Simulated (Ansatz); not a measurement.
System: Nb-vacancy pair (Nb on one host W site, one W site vacant) in bcc W (neutral cell). All values below come from PBE, PAW (plane waves to 420 eV; Ansatz, a first-principles code).

Settings: 36 host sites, the relaxed PBE lattice, a 2×2×3 k-point mesh shifted by half a step, smearing 0.10 eV, spin-restricted, no image-charge correction. Energies are static. Spin-orbit coupling is left out. Forms of the defect that were not tried may lie lower.

Barriers: single points on a 3×3×5 k-point mesh shifted by half a step at the bands' geometries.

The step: Nb and the vacancy change places (Nb-vacancy distance between ideal sites 2.76 Å throughout). Atoms about the jump, Cartesian Å from the middle of the jump, before and after:

```tsv
atom	x0	y0	z0	x1	y1	z1
Nb1	-0.74	-0.74	-0.73	0.74	0.74	0.73
W2	-2.39	0.82	0.81	-2.39	0.79	0.78
W3	0.81	-2.39	0.81	0.79	-2.39	0.78
W4	0.81	0.81	-2.41	0.78	0.79	-2.39
W5	2.39	-0.79	-0.78	2.39	-0.81	-0.81
W6	-0.79	2.39	-0.78	-0.82	2.39	-0.81
W7	-0.79	-0.78	2.39	-0.81	-0.81	2.41
W8	-2.39	-2.39	0.80	-2.37	-2.37	0.77
W9	0.81	-2.38	-2.39	0.78	-2.38	-2.36
W10	-2.38	0.81	-2.39	-2.37	0.78	-2.36
W11	2.37	2.37	-0.77	2.39	2.39	-0.80
W12	-0.78	2.37	2.36	-0.81	2.38	2.39
W13	2.38	-0.78	2.36	2.38	-0.81	2.39
W14	-2.38	-2.38	-2.39	-2.38	-2.38	-2.37
W15	-3.97	-0.79	-0.79	-3.96	-0.80	-0.79
W16	-0.79	-3.97	-0.80	-0.80	-3.96	-0.79
```

Task: Where do these atoms stand at the saddle point, and how high is it?

Result: 
| atom | x | y | z |
|---|---|---|---|
| Nb1 | -0.13 | -0.13 | -0.14 |
| W2 | -2.46 | 0.84 | 0.83 |
| W3 | 0.84 | -2.46 | 0.83 |
| W4 | 0.82 | 0.83 | -2.51 |
| W5 | 2.44 | -0.83 | -0.83 |
| W6 | -0.83 | 2.44 | -0.83 |
| W7 | -0.82 | -0.82 | 2.47 |
| W8 | -2.36 | -2.36 | 0.80 |
| W9 | 0.81 | -2.38 | -2.37 |
| W10 | -2.38 | 0.81 | -2.37 |
| W11 | 2.33 | 2.34 | -0.80 |
| W12 | -0.80 | 2.37 | 2.33 |
| W13 | 2.37 | -0.79 | 2.33 |
| W14 | -2.36 | -2.36 | -2.35 |
| W15 | -3.94 | -0.79 | -0.79 |
| W16 | -0.79 | -3.94 | -0.79 |
It lies 1.15 eV above the start and 1.15 eV above the end. The saddle point's order was not checked, and it lies on a symmetry element of the cell, where a band can be held.
